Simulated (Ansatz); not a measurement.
Start from Ir in the fcc (Cu type) structure (space group Fm-3m, No. 225; a = 3.844 Å).

Structures relaxed with DFT with r2SCAN, PAW potentials and a 500 eV plane-wave cutoff in Ansatz (a program for electronic structure), no spin-orbit coupling.

Base:

Simulated powder pattern, Co Kα, λ = 1.79026 Å (kinematic, ideal powder, no thermal factors, no anomalous dispersion; the 8 strongest lines at most, above 2 %, up to 2θ = 90°):

```csv
2θ (°),I/Imax (%),hkl
47.57,100,(111)
55.51,49,(200)
82.38,34,(220)
```

After one change:

Simulated powder pattern, Co Kα, λ = 1.79026 Å (kinematic, ideal powder, no thermal factors, no anomalous dispersion; the 8 strongest lines at most, above 2 %, up to 2θ = 90°):

```
2θ (°)  I/Imax (%)
------  ----------
48.46          100
56.57           48
84.16           34
```

Problem. Which change produced these results?
A. pressure −1 GPa
B. pressure 9 GPa
C. pressure 15 GPa
D. pressure 22.5 GPa

Solution. D, pressure 22.5 GPa. Its volume per atom is 13.48 Å³ against 14.20 Å³, and its space group is Fm-3m (No. 225).

Load acts through the strain it causes; cell and atoms are relaxed under it. Whether these cells are dynamically stable was not tested. Competing high-pressure phases were not computed. The final runs are not spin-polarised.
